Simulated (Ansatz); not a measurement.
Defect migration in beta Ga2O3 strained by +1.5 % along x and y, z held: O vacancy, charge state +2. Method: PBE, PAW (plane waves to 420 eV; Ansatz, an electronic-structure program).

Settings: 120 host sites, the strained lattice (strain from the relaxed PBE one, atoms relaxed), the Γ point alone, smearing 0.01 eV, spin-restricted, no image-charge correction. No zero-point or tunnelling terms. The charge state is imposed; whether it is stable for some Fermi level was not computed. Forms of the defect that were not tried may lie lower.

The step: one O atom jumps into the vacancy from a nearby O site (strongly reconstructed ends); the atom moves 2.54 Å along (-0.14, -0.45, 0.13) of the unit cell; at the start one Ga stands off the lattice site; at the end one Ga stands off the lattice site; the moving atom starts with neighbours Ga at 1.96, Ga at 2.04, Ga at 2.11, Ga at 2.20 Å and ends with Ga at 1.96, Ga at 2.04, Ga at 2.11, Ga at 2.20 Å. On the band's own sampling the forward barrier is 1.11 eV. Harmonic modes of the moving O atom alone, all others held, come from finite differences of 0.015 Å. The saddle point's order was not checked, and it lies on a symmetry element of the cell, where a band can be held.

Give the atom's modes at both geometries.

start 10.2, 12.7, 14.8 THz; saddle point 4.3i, 7.0 and 26.3 THz.

What attempt frequency and zero-point change of the barrier follow from these modes alone, and what classical rate at 500 K?

ν = (10.2 × 12.7 × 14.8) / (7.0 × 26.3) ≈ 10 THz. The zero-point energy changes the barrier by h/2 × (33.2 − 37.7) THz = -0.009 eV. The classical rate is ν exp(−1.11/0.0431) ≈ 70 s⁻¹. One atom's modes give a rough prefactor, not that of the whole cell.
